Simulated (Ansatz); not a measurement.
Start from InP in the zinc blende structure (space group F-43m, No. 216; a = 5.9070 Å). Axes: x, y, z lie along the cube axes.

Level of theory: r2SCAN (Ansatz, a first-principles code; PAW; 500 eV plane waves; no SOC).

Before the change:

The band gap is 1.03 eV.

It is then changed as follows: a free-standing slab of 7 layers (14 atoms, 2 a layer) is cut normal to [110], with 15 Å of vacuum and the in-plane cell held at bulk.

Task: What happens to the excess energy per area of both faces and band gap?

Result: The excess energy per area of both faces (slab less bulk energy over the cell's area: twice a surface energy) amounts to 1.44 J/m²; the band gap increases by 0.346 eV (1.03 eV → 1.37 eV).

Slab and bulk use different k-meshes, which limits the precision of the excess energy. No phonon test of stability was made.
